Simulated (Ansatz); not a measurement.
The starting structures come from a database of crystals and need not be the phases stable at ambient conditions.

By PBEsol, the system below comes out a metal.

The ballistic (Sharvin) conductance counts the channels at the Fermi level: G/A = (e²/h) × channels of both spins per area.

Here is the system:

```
CELL_PARAMETERS angstrom
      3.11286     0.00000     0.00000
     -1.55643     2.69582     0.00000
      0.00000     0.00000     4.72374
ATOMIC_POSITIONS crystal
  Ta 0.66667 0.33333 0.74529
  Ta 0.33333 0.66667 0.25471
  N  0.00000 0.00000 0.00000
```

Space group of this cell: P-3m1, anti-CdI2 type. The cell is strained (lengths along the current scaled by 0.97, ions clamped).

The current flows along the normal of the first two printed cell vectors, the (001) (indices of the unstrained crystal) plane of the conventional cell. No spin-orbit coupling; the value is a mean over 0.1 eV about the Fermi level.

**Question.** Predict the ballistic conductance per area from PBEsol in Ansatz (a first-principles code).

**Answer.** 0.83 × 10¹⁵ S/m² for both spins.
